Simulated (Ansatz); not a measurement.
Base system: SrTiO$_{3}$ in the cubic perovskite structure (space group Pm-3m, No. 221).

```cif
data_O3SrTi
_chemical_formula_sum 'Sr1 Ti1 O3'
_space_group_name_H-M_alt 'Pm-3m'
_space_group_IT_number 221
_space_group_name_Hall '-P 4 2 3'
_cell_length_a 3.93647
_cell_length_b 3.93647
_cell_length_c 3.93647
_cell_angle_alpha 90.000
_cell_angle_beta 90.000
_cell_angle_gamma 90.000
loop_
_atom_site_label
_atom_site_type_symbol
_atom_site_symmetry_multiplicity
_atom_site_Wyckoff_symbol
_atom_site_fract_x
_atom_site_fract_y
_atom_site_fract_z
_atom_site_occupancy
Sr1 Sr 1 a 0.00000 0.00000 0.00000 1
Ti1 Ti 1 b 0.50000 0.50000 0.50000 1
O1 O 3 c 0.00000 0.50000 0.50000 1
```

Levels (all Ansatz, a first-principles code, PAW): PBE (420 eV, no SOC); PBE+SOC (420 eV, with spin-orbit coupling).

The geometry is relaxed with PBE.

```
Item                               Value
-----------------------  ---------------
PBE gap character        indirect, R → Γ
PBE smallest direct gap          2.20 eV
PBE band gap                     1.84 eV
```

With PBE+SOC at the same geometry, the electron mass (degenerate bands, along [100]) comes out as 0.40, 1.1 mₑ (at Γ); the gap character stays indirect, R → Γ; the smallest direct gap falls by 0.03 eV, from 2.20 eV to 2.17 eV; the band gap decreases by 0.016 eV, from 1.84 eV to 1.83 eV.

Single points use the geometry relaxed with PBE. Differences between runs with and without spin-orbit coupling are approximate. Masses are band curvatures over ±0.01 Å⁻¹ around the edge. Stability against distortions was not tested. The runs without spin-orbit coupling are not spin-polarised. Many cubic perovskites are stable only at high temperature; tilts and polar distortions were not tested.
